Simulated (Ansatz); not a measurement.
System: cubic perovskite EuTiO₃. Method: r²SCAN in Ansatz (PAW).

Numerical settings: plane-wave cutoff 500 eV, 10×10×10 k mesh, Fermi–Dirac smearing 0.05 eV, spin-polarised with parallel moments, scalar-relativistic PAW data made under PBE.

Computed at the level's own relaxed cell.

Q: Give the computed volume per atom and lattice constant a.

A: 
* **volume per atom**: 11.86 Å³/atom
* **lattice constant a**: 3.900 Å

Note: the magnetic order was assumed, not searched for or taken from measurement; the 4f shell is treated without U or exact exchange, so its levels and filling can be wrong.

Spin–orbit coupling is not included.

The computed numbers hold no vibrational or temperature effects.

It cost roughly 70 core-seconds of CPU time.

Ansatz is a program for electronic structure.
